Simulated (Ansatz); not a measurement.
## How the band gap of BeS (model structure, started from the BN type, Pm-3n, No. 223, 12 atoms in the cell) moves with the method

No measured value is used here.

| level (code) | value (eV) | cell (Å³/atom) |
|---|---|---|
| LDA (Ansatz) | 2.99 (indirect) | 17.23 |
| PBEsol (Ansatz) | 3.13 (indirect) | 17.68 |
| r²SCAN (Ansatz) | 3.58 (indirect) | 17.96 |
| r²SCAN+rVV10 (Ansatz) | (withheld) | 17.86 |
| HSE06 (Ansatz) | 4.19 (indirect) | 17.68 |

Q: Complete the blanks.

A: 
- r²SCAN+rVV10 (Ansatz, a quantum-chemistry and plane-wave program), value (eV): 3.47 (indirect)

Computed values are for a static lattice.  Values are at the level's own relaxed cell; HSE06 at the PBEsol cell. Cutoffs and k meshes differ between the levels. Ansatz's density-functional and Hartree–Fock values are scalar-relativistic unless marked +SOC, with PAW data made under PBE.

A model structure was made by putting elements into a prototype or built by hand; it is no filed structure, need not be a known phase, and can be a saddle point held by its symmetry.
